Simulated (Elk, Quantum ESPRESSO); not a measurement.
A Quantum ESPRESSO input for a self-consistent single point of LaPt5 (P6/mmm, 6 atoms in the cell) (DFT, LDA (PZ), plane waves, GBRV 1.5 ultrasoft (LDA) pseudopotentials):

```fortran
&control
   calculation = 'scf'
   prefix = 'scf'
   outdir = './work'
   pseudo_dir = './'
   tprnfor = .true.
   tstress = .true.
/
&system
   ibrav = 0
   nat = 6
   ntyp = 2
   ecutwfc = 40
   ecutrho = 320
   occupations = 'smearing'
   smearing = 'gaussian'
   degauss = 0.0073499
/
&electrons
   conv_thr = 1.0d-10
/
ATOMIC_SPECIES
La   138.9055  la_lda_v1.uspp.F.UPF
Pt   195.0840  pt_lda_v1.4.uspp.F.UPF
ATOMIC_POSITIONS crystal
La    0.00000000    0.00000000    0.00000000
Pt    0.33333333    0.66666667    0.00000000
Pt    0.66666667    0.33333333    0.00000000
Pt    0.50000000    0.00000000    0.50000000
Pt    0.50000000    0.50000000    0.50000000
Pt    0.00000000    0.50000000    0.50000000
K_POINTS automatic
6 6 7  0 0 0
CELL_PARAMETERS angstrom
   5.31997902     0.00000000     0.00000000
  -2.65998951     4.60723698     0.00000000
   0.00000000     0.00000000     4.30546300
```

Problem. Give the Elk input for the same structure, mesh, smearing and functional.

Solution. One input that does it (others would too):

```
tasks
  0

rmtscf
  0.85

stype
  0

swidth
  0.00367493

maxscl
  100

avec
   10.0533033407    0.0000004627    0.0000000000
   -5.0266520710    8.7064158536    0.0000000000
    0.0000000000    0.0000000000    8.1361459097

sppath
  'species/'

atoms
  2
  'La.in'
  1
  0.0000000000  0.0000000000  0.0000000000    0.0 0.0 0.0
  'Pt.in'
  5
  0.3333333333  0.6666666667  0.0000000000    0.0 0.0 0.0
  0.6666666667  0.3333333333  0.0000000000    0.0 0.0 0.0
  0.5000000000  0.0000000000  0.5000000000    0.0 0.0 0.0
  0.5000000000  0.5000000000  0.5000000000    0.0 0.0 0.0
  0.0000000000  0.5000000000  0.5000000000    0.0 0.0 0.0

ngridk
  6 6 7
```

Basis settings and potentials, where a program has them, do not carry over. This input uses DFT, LDA (PW92), all-electron FP-LAPW, Elk's shipped species files, default APW+lo basis. LDA parametrisations can differ slightly between programs.

The starting cell comes from a database of computed structures (which also holds hypothetical and non-ambient phases and stackings), without a prior relaxation at this level. For this run, on top of that: lattice scaled by 0.98.
